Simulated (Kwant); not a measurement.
Model system: circular cavity between two wires in a Ge (holes) two-dimensional gas. Effective mass 0.06 mₑ, grid spacing 8.3 nm, hard walls, nominal width 100 nm (13 grid rows, so walls 116.2 nm apart), one parabolic valley, scattering region 820 nm long along x; energies count from the band bottom; Fermi energy swept from 0.00050137 to 0.0075206 eV. Cavity of radius 180 nm, straight part 0 nm, centre moved sideways by 0 nm.

Constants are typed, rounded textbook-type inputs, not results; the design itself was drawn at random and stands for no fabricated device.

Computed with Kwant: effective-mass tight-binding model on a square grid, one spin, coherent transport at 0 K. Conductance is in e²/h.

Task: How many channels do the leads carry at E = 5.40, 5.52, 6.75 meV?

Result: The hard-wall thresholds are n² ħ²π²/(2mW²) = n² × 0.464 meV with W = 116.2 nm. √(5.40/0.464) = 3.41, so 3. √(5.52/0.464) = 3.45, so 3. √(6.75/0.464) = 3.81, so 3.
